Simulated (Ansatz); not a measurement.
SiO2, treated with r²SCAN (PAW; Ansatz, a program for electronic structure).

Run with plane-wave cutoff 600 eV, 10×10×6 k mesh (along the axes of the cell as run), Fermi–Dirac smearing 0.03 eV, scalar-relativistic PAW data made under PBE.

Starting structure:

```yaml
crystal:
  lattice:
    - [4.95700, 0.00000, 0.00000]
    - [0.00000, 4.95700, 0.00000]
    - [0.00000, 0.00000, 6.89030]
  atoms:
    - { symbol: Si, position: [0.30470, 0.30470, 0.00000] }
    - { symbol: Si, position: [0.80470, 0.19530, 0.75000] }
    - { symbol: Si, position: [0.19530, 0.80470, 0.25000] }
    - { symbol: Si, position: [0.69530, 0.69530, 0.50000] }
    - { symbol: O, position: [0.23810, 0.11090, 0.18260] }
    - { symbol: O, position: [0.73810, 0.38910, 0.56740] }
    - { symbol: O, position: [0.26190, 0.61090, 0.06740] }
    - { symbol: O, position: [0.76190, 0.88910, 0.68260] }
    - { symbol: O, position: [0.88910, 0.76190, 0.31740] }
    - { symbol: O, position: [0.38910, 0.73810, 0.43260] }
    - { symbol: O, position: [0.61090, 0.26190, 0.93260] }
    - { symbol: O, position: [0.11090, 0.23810, 0.81740] }
```

Problem. Into what structure does the relaxation of cell and atoms lead at this level, with the symmetry of the start kept?

Solution. The volume grows by 1.4 %; final space group P4_12_12.
```yaml
crystal:
  lattice:
    - [4.98178, 0.00000, 0.00000]
    - [0.00000, 4.98178, 0.00000]
    - [0.00000, 0.00000, 6.91986]
  atoms:
    - { symbol: Si, position: [0.30216, 0.30216, 0.00000] }
    - { symbol: Si, position: [0.80216, 0.19784, 0.75000] }
    - { symbol: Si, position: [0.19784, 0.80216, 0.25000] }
    - { symbol: Si, position: [0.69784, 0.69784, 0.50000] }
    - { symbol: O, position: [0.23828, 0.10869, 0.18116] }
    - { symbol: O, position: [0.73828, 0.39131, 0.56884] }
    - { symbol: O, position: [0.26172, 0.60869, 0.06884] }
    - { symbol: O, position: [0.76172, 0.89131, 0.68116] }
    - { symbol: O, position: [0.89131, 0.76172, 0.31884] }
    - { symbol: O, position: [0.39131, 0.73828, 0.43116] }
    - { symbol: O, position: [0.60869, 0.26172, 0.93116] }
    - { symbol: O, position: [0.10869, 0.23828, 0.81884] }
```
